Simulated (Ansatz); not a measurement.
A periodic model of amorphous Ti₂₀O₄₁Mg:

```yaml
crystal:
  lattice:
    - [8.92946, 0.00122, -0.17258]
    - [0.00122, 9.13474, -0.14888]
    - [-0.17258, -0.14888, 9.31019]
  atoms:
    - { symbol: Ti, position: [0.13887, 0.98483, 0.13210] }
    - { symbol: Ti, position: [0.61693, 0.31809, 0.15907] }
    - { symbol: Ti, position: [0.72314, 0.96675, 0.00245] }
    - { symbol: Ti, position: [0.30696, 0.92650, 0.64488] }
    - { symbol: Ti, position: [0.68701, 0.70780, 0.79662] }
    - { symbol: Ti, position: [0.62096, 0.59413, 0.46474] }
    - { symbol: Ti, position: [0.00014, 0.68491, 0.33049] }
    - { symbol: Ti, position: [0.33043, 0.21281, 0.26487] }
    - { symbol: Ti, position: [0.70928, 0.22751, 0.47341] }
    - { symbol: Ti, position: [0.95482, 0.40961, 0.61935] }
    - { symbol: Ti, position: [0.99777, 0.13699, 0.89393] }
    - { symbol: Ti, position: [0.25667, 0.48255, 0.44737] }
    - { symbol: Ti, position: [0.93522, 0.00049, 0.56417] }
    - { symbol: Ti, position: [0.88440, 0.50991, 0.97755] }
    - { symbol: Ti, position: [0.55298, 0.95027, 0.35023] }
    - { symbol: Ti, position: [0.63381, 0.66340, 0.15876] }
    - { symbol: Ti, position: [0.99635, 0.34092, 0.22716] }
    - { symbol: Ti, position: [0.31840, 0.56420, 0.78359] }
    - { symbol: Ti, position: [0.23981, 0.60595, 0.13683] }
    - { symbol: Ti, position: [0.52475, 0.20831, 0.81459] }
    - { symbol: O, position: [0.98354, 0.82284, 0.46853] }
    - { symbol: O, position: [0.38192, 0.07341, 0.76689] }
    - { symbol: O, position: [0.55101, 0.18046, 0.32766] }
    - { symbol: O, position: [0.91776, 0.21080, 0.52496] }
    - { symbol: O, position: [0.22240, 0.65578, 0.34949] }
    - { symbol: O, position: [0.10671, 0.16347, 0.24179] }
    - { symbol: O, position: [0.95313, 0.31110, 0.01758] }
    - { symbol: O, position: [0.27241, 0.74951, 0.71440] }
    - { symbol: O, position: [0.73799, 0.00931, 0.44788] }
    - { symbol: O, position: [0.80896, 0.27827, 0.26576] }
    - { symbol: O, position: [0.78469, 0.71157, 0.99305] }
    - { symbol: O, position: [0.62796, 0.20993, 0.65239] }
    - { symbol: O, position: [0.23649, 0.41249, 0.23343] }
    - { symbol: O, position: [0.10147, 0.79215, 0.16243] }
    - { symbol: O, position: [0.79521, 0.65590, 0.29625] }
    - { symbol: O, position: [0.16856, 0.47728, 0.63476] }
    - { symbol: O, position: [0.87492, 0.52516, 0.77866] }
    - { symbol: O, position: [0.33344, 0.00615, 0.22245] }
    - { symbol: O, position: [0.54621, 0.74740, 0.34574] }
    - { symbol: O, position: [0.66111, 0.16276, 0.97515] }
    - { symbol: O, position: [0.39251, 0.35657, 0.78926] }
    - { symbol: O, position: [0.20026, 0.56401, 0.93848] }
    - { symbol: O, position: [0.00181, 0.54151, 0.14843] }
    - { symbol: O, position: [0.69480, 0.46601, 0.03933] }
    - { symbol: O, position: [0.90432, 0.00505, 0.75331] }
    - { symbol: O, position: [0.92166, 0.01342, 0.04978] }
    - { symbol: O, position: [0.42758, 0.26818, 0.09878] }
    - { symbol: O, position: [0.57359, 0.47851, 0.27368] }
    - { symbol: O, position: [0.04097, 0.27533, 0.75649] }
    - { symbol: O, position: [0.75344, 0.42965, 0.52504] }
    - { symbol: O, position: [0.63340, 0.89770, 0.83413] }
    - { symbol: O, position: [0.42506, 0.66277, 0.10637] }
    - { symbol: O, position: [0.01619, 0.47282, 0.41354] }
    - { symbol: O, position: [0.30371, 0.27785, 0.45763] }
    - { symbol: O, position: [0.43345, 0.94596, 0.50234] }
    - { symbol: O, position: [0.52057, 0.61427, 0.82609] }
    - { symbol: O, position: [0.17304, 0.05695, 0.95196] }
    - { symbol: O, position: [0.14601, 0.03676, 0.58558] }
    - { symbol: O, position: [0.70948, 0.71275, 0.60225] }
    - { symbol: O, position: [0.62967, 0.89670, 0.15414] }
    - { symbol: O, position: [0.43984, 0.54332, 0.53588] }
    - { symbol: Mg, position: [0.24028, 0.23805, 0.66118] }
```

Methods: PBE, scalar-relativistic without spin-orbit coupling (Ansatz, a program for electronic structure); r2SCAN, scalar-relativistic without spin-orbit coupling (Ansatz); HSE06, scalar-relativistic without spin-orbit coupling (Ansatz). Neutral PBE cell, which sets geometry, pressure and energy: sampling: a 2×2×2 Γ-centred mesh; Fermi-Dirac width 0.02 eV; no spin polarisation. Exact exchange is cut at the faces of this 9 Å cell, which leaves hybrid gaps a finite-size error.

The cell was made by melting and quenching with the CHGNet potential and then relaxed with DFT. O atoms were pushed apart under 1.9 Å during the dynamics, to hinder bonds among them. The hot cell started wider than the set density and was brought back towards it in steps. It is the lowest in DFT energy of 2 quenches. It is a model cell: composition and starting density were chosen by hand, and all elements were melted together. No dispersion term was used. Its density started from a set value of 3.58 and ended at 3.58 g/cm³. Cooling (nominally 360 K/ps over its main leg) ran many orders faster than in experiment, which tends to leave more defects and strain. One small periodic cell is one sample of the glass; other quenches scatter about these values. The volume was held where the preparation left it and the shape relaxed.

Question: Give the pressure, the energy against reference phases and the spacing of the highest filled and lowest empty levels.

Answer: 
| Quantity | Value |
|---|---|
| Pressure on a 2×2×2 Γ-centred mesh | 1.64 GPa |
| Largest force and stress component on that mesh (the relaxation ran on the zone centre alone) | 0.23 eV/Å and 1.7 GPa |
| Energy relative to anatase TiO2 + rock-salt MgO (lowest mix at this level among the phases computed, not always the ambient ones) | 0.142 eV/atom |
| Level gap on a 2×2×2 Γ-centred mesh (PBE) | 2.47 eV |
| Level gap at the zone centre (PBE) | 2.48 eV |
| Level gap at the zone centre (r2SCAN) | 2.82 eV |
| Level gap at the zone centre (HSE06) | 3.96 eV |
| Distance between the nearest levels spread over more than a fifth of the atoms or a third of the atoms of their main element (six at least) (PBE, zone centre) | 2.62 eV |

Question: At PBE and the zone centre, how localised are the states just below and above the Fermi level (participation number: the atoms over which a state spreads)?

Answer: The highest filled state is spread over 9.7 atoms' worth, largest on O35, with weights by element (charge in smoothed Voronoi cells) O 0.94, Ti 0.06, Mg 0.00. The lowest empty state is spread over 12.7 atoms' worth, largest on Ti10, with weights by element (charge in smoothed Voronoi cells) Ti 0.79, O 0.21, Mg 0.00.

At PBE the levels at the filled edge of the gap are localised (band-tail or defect states).

Bonds are counted up to Ti-Ti 3.12 Å, Ti-O 2.52 Å, Ti-Mg 3.16 Å, O-O 1.58 Å, O-Mg 2.48 Å, Mg-Mg 3.19 Å. Two cations that share two anions don't count as bonded, nor two that share one unless they lie closer than Ti-Ti 3.04 Å, Ti-Mg 3.07 Å, Mg-Mg 3.10 Å.

Added carriers, by PBE, scalar-relativistic without spin-orbit coupling (Ansatz) on the zone centre alone. Charged cells keep the cell fixed and stand in a uniform background, with no image correction, at a width of 0.01 eV; where the count is odd the moment is locked at 1 μB, unless the neutral cell bore moments. Each starts from the undistorted neutral geometry alone. PBE's self-interaction favours spread-out carriers, so it can miss traps that a hybrid finds.

Question: What happens at PBE when the cell takes an extra electron and the atoms relax?

Answer: Relaxation lowers the charged cell by 0.10 eV. The largest moves are O32 0.08 Å, Ti9 0.06 Å, O29 0.06 Å, O37 0.05 Å. The level that holds the added charge spreads over 10.6 atoms' worth, most on Ti10 (weight 0.22): a partly localised carrier. No bond crosses its cut-off with a change of over 0.15 Å (metal-metal contacts aside). Made neutral again at that geometry, the cell lies +0.14 eV from the neutral start.

Question: What happens at PBE when the cell takes a hole and the atoms relax?

Answer: Relaxation lowers the charged cell by 0.31 eV. The largest moves are O39 0.29 Å, O55 0.21 Å, Ti6 0.11 Å, Ti15 0.10 Å. The level that was emptied spreads over 4.1 atoms' worth, most on O35 (weight 0.39): a localised (trapped) carrier, which neighbours of that atom can share. No bond crosses its cut-off with a change of over 0.15 Å (metal-metal contacts aside). Made neutral again at that geometry, the cell lies +0.76 eV from the neutral start.
